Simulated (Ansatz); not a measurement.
Relaxation of the outer planes of the (110) surface of rock-salt TiN in its 1x1 cell (cut with top plane N + Ti, bottom plane N + Ti), outermost plane spacing 1.50 Å in the ideal cut.

Method: PBE (plane waves to 420 eV, PAW; Ansatz, a program for electronic structure).

Model: 16-atom slab, N8Ti8, 10.5 Å thick at the start, 12x9x1 mesh, Fermi-Dirac 0.1 eV, dipole correction, all atoms relaxed; symmetry of the start imposed; no spin, no spin-orbit, no U.

```
plane   atoms  bulk spacing to the next (Å)  relaxed spacing (Å)  change (%)         rumpling (Å)
-----  ------  ----------------------------  -------------------  ----------  -------------------
1      Ti + N                         1.502                  ___         ___                  ___
2      Ti + N                         1.502                1.577         5.0  0.08 (Ti outermost)
```

Question: Complete the blanks.

Answer: 
- 1, relaxed spacing (Å): 1.328
- 1, change (%): -11.5
- 1, rumpling (Å): 0.14 (N outermost)
